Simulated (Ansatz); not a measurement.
Cu on the 1x1 (110) surface of zinc-blende GaAs (cut with top plane As + Ga), one in a 2x1 cell, energies for each (46.7 Å²). Energies are against an atom of fcc Cu, without zero-point or thermal terms; each row is named by its start. No converged result for: 3 more starts.

Host crystal: zinc-blende GaAs, with a band gap (PBE, scalar-relativistic without spin-orbit coupling).

Calculation: PBE (plane waves to 420 eV, PAW; Ansatz, an electronic-structure program).

Set-up: 21 atoms, 8.6 Å thick at the start under the adsorbate (thin: gaps and levels are the slab's own); mesh 3x4x1; 0.01 eV smearing; dipole correction on; 8 atoms held, the rest relaxed; each run with such symmetry as its start has; spin-polarised, no spin-orbit, no U, no dispersion correction.

A negative adsorption energy means that the adsorbate is more stable on the surface than in its reference. Starts that drift may end in the same place. Heights count from the host atoms within 0.3 Å of the top one. Moments of ungapped slabs depend on the mesh.

| starting site | E_ads (eV) | height (Å) | nearest host atom (Å) | bonded to | change of the vacuum step (eV) | lateral drift (Å) | moment (μB) |
|---|---|---|---|---|---|---|---|
| hollow beside As | 1.42 | -0.43 | Ga 2.56 | 3 As + 3 Ga | -0.04 | 1.7 | 0.3 |
| bridge As-Ga (span 5.0 Å) | 1.34 | -0.08 | As 2.49 | 3 As + Ga | -0.01 | 1.2 | 0.3 |
